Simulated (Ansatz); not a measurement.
Functionals compared on Br on the 1x1 (10-10) surface of wurtzite ZnO (cut with top plane O + Zn), one in a 2x1 cell, started at the site 'top Zn #2', in Ansatz (plane waves, PAW). The structure was relaxed with PBE; the other rows are single points on it, each with its references at the same level. Cutoff 420 eV (500 eV for r2SCAN). The points keep PBE's geometry, so the relaxation of a polaron and the settling of charge on one site are left out.

Host crystal: wurtzite ZnO, with a band gap (PBE, scalar-relativistic without spin-orbit coupling).

Set-up: 33 atoms, 9.4 Å thick at the start under the adsorbate (thin: gaps and levels are the slab's own); mesh 3x4x1; 0.01 eV smearing; dipole correction on; 16 atoms held, the rest relaxed; symmetry of the start imposed; spin-polarised, ending with about 0.7 μB a cell, a value that depends on the mesh; orders that need a larger cell were not tried, no spin-orbit, no U, no dispersion correction. The slab shows no gap over 0.04 eV on its mesh. At the end it is bonded to 2 Zn. In PBE it is, or lies within 0.03 eV of, the lowest of the starts that converged. These notes are the PBE run's. r2SCAN: The program's check for a lower electronic state was not made. Adsorption energies are against ½ Br2(g). A negative adsorption energy means that the adsorbate is more stable on the surface than in its reference.

```json
[
 {"functional": "PBE", "adsorption energy (eV)": "-0.17", "work function of the top face (eV)": "6.87", "rough cost of the single point": "–"},
 {"functional": "RPBE", "adsorption energy (eV)": "-0.06", "work function of the top face (eV)": "6.78", "rough cost of the single point": "about 7 core-minutes (a rough figure)"},
 {"functional": "r2SCAN", "adsorption energy (eV)": "-0.29", "work function of the top face (eV)": "7.10", "rough cost of the single point": "around 17 core-minutes (rough)"}
]
```

Ansatz is an electronic-structure program.
